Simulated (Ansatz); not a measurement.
The reference is MgTe in the wurtzite structure (space group P6_3mc, No. 186; a = 4.5609 Å, c = 7.4128 Å). Axes: x lies along a and z along c of the hexagonal cell.

Calculations: plane-wave PAW DFT at the PBEsol level (Ansatz, a first-principles code, 420 eV), no spin-orbit coupling, earlier PAW set.

Strains are applied to the cell and any free atomic positions relax; under biaxial strain the out-of-plane vector relaxes too; under stress the whole cell relaxes.

One change was made to it. Results:

```json
[
 {"quantity": "valence-band top at Γ (three highest levels, from the VBM)", "base": "0.00, -0.02, -0.02 eV", "after": "0.00, 0.00, -0.20 eV"},
 {"quantity": "band gap", "base": "2.39 eV", "after": "2.38 eV"}
]
```

### Question
What was done to the base?
A) isotropic strain −1.04 %
B) uniaxial stress, 2 GPa compression along z
C) uniaxial stress, 3 GPa tension along z
D) biaxial strain −1.75 %, plane normal [001], relaxed out of plane

### Answer
D, biaxial strain −1.75 %, plane normal [001], relaxed out of plane. For comparison, the band gap in the other runs: isotropic strain −1.04 % gives 2.53 eV; uniaxial stress, 3 GPa tension along z gives 1.96 eV; uniaxial stress, 2 GPa compression along z gives 2.07 eV.

With Te present, leaving out spin-orbit coupling can change the band edges. Beyond what the load breaks, stability against distortions was not tested.
